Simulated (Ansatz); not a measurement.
Data:

```yaml
crystal:
  lattice:
    - [3.07563, 0.00000, 0.00000]
    - [-1.53782, 2.66358, 0.00000]
    - [0.00000, 0.00000, 5.01436]
  atoms:
    - { symbol: Ga, position: [0.33333, 0.66667, 0.99942] }
    - { symbol: Ga, position: [0.66667, 0.33333, 0.49942] }
    - { symbol: N, position: [0.33333, 0.66667, 0.37558] }
    - { symbol: N, position: [0.66667, 0.33333, 0.87558] }
```

Level of theory: r2SCAN with spin-orbit coupling, rigid bands (plane waves, PAW; Ansatz, an electronic-structure program). Condition of this run: hydrostatic pressure of 24 GPa (compression positive) (the target of the relaxation). Cell: cell and atoms relaxed with PBEsol, then loaded as said.

### Question
What conductivity effective mass do dilute electrons have at 300 K?

### Answer
0.25 (x), 0.25 (y), 0.22 (z) mₑ.

### Question
Predict the hole conductivity mass (n e² τ/σ) at 300 K, by direction if it differs.

### Answer
1.27 (x), 1.27 (y), 1.76 (z) mₑ.

### Question
And the band gap?

### Answer
3.05 eV at this level; semilocal functionals usually fall short of the measured gap.

Rigid bands, one relaxation time for all states, no polarons. Geometry: cell and atoms relaxed with PBEsol.
